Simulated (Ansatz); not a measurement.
The starting structures come from a database of crystals and need not be the phases stable at ambient conditions.

 Where the default PAW files enter, the runs use the earlier of Ansatz's two default sets.

## Evanescent states of LaOF (P4/nmm, not sure to be the ambient phase, 6 atoms a cell, 16.0 Å³ an atom) along the normal of (111)

Calculation: r2SCAN (plane waves, PAW; Ansatz, an electronic-structure program).

The gap is the functional's own. No spin-orbit coupling. Mid-gap values are interpolated on the energy grid.

Energies count from the valence-band top; κ is the least over a 6×6 mesh across the current.

| E (eV) | κ (1/Å) | where |
|---|---|---|
| 0.12 | 0.226 | off Γ |
| 0.36 | 0.352 | Γ |
| 0.60 | 0.385 | Γ |
| 0.84 | 0.409 | Γ |
| 1.08 | 0.427 | Γ |
| 1.32 | 0.440 | Γ |
| 1.56 | 0.450 | Γ |
| 1.80 | 0.456 | Γ |
| 2.04 | 0.460 | Γ |
| 2.28 | 0.461 | Γ |
| 2.52 | 0.460 | Γ |
| 2.76 | 0.456 | Γ |
| 3.00 | 0.449 | Γ |
| 3.24 | 0.441 | Γ |
| 3.48 | 0.429 | Γ |
| 3.72 | 0.414 | Γ |
| 3.96 | 0.396 | Γ |
| 4.20 | 0.374 | Γ |
| 4.44 | 0.348 | Γ |
| 4.68 | 0.315 | Γ |
| 4.92 | 0.257 | off Γ |

Problem. How thick must the barrier be to attenuate the transmission by 10^6 when the electrodes' Fermi level lies at 2.76 eV, and what attenuation does that film give at 4.20 eV?

Solution. d = 6 ln 10 / (2 × 0.456) = 15.1 Å. At 4.20 eV it gives 6 × 0.374/0.456 = 4.9 decades.
